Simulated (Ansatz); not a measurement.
Start from GaN in the wurtzite structure (space group P6_3mc, No. 186; a = 3.1833 Å, c = 5.1839 Å). Axes: x lies along a and z along c of the hexagonal cell.

All numbers come from DFT with r2SCAN, PAW potentials and a 500 eV plane-wave cutoff in Ansatz (a quantum-chemistry and plane-wave program), no SOC, earlier PAW set.

Base values:

The pressure is 0.0 kbar and the band gap is 2.35 eV. The valence-band top at Γ comes out as 0.00, 0.00, -0.04 eV.

It is then changed as follows: the symmetric strain tensor [0.0248 0.0112 0.0086; 0.0112 -0.0035 -0.0014; 0.0086 -0.0014 -0.0067]; the atoms relax in the strained cell.

Problem. What does the calculation give for the pressure, band gap and valence-band top at Γ after the change?

Solution. The pressure (mean of the normal stresses, compression positive) goes from zero to -27.3 kbar; the band gap drops by 0.18 eV, from 2.35 eV to 2.17 eV; the valence-band top at Γ (three highest levels, from the VBM) becomes 0.00, -0.06, -0.23 eV (base: 0.00, 0.00, -0.04 eV).

Stability against distortions was not tested.
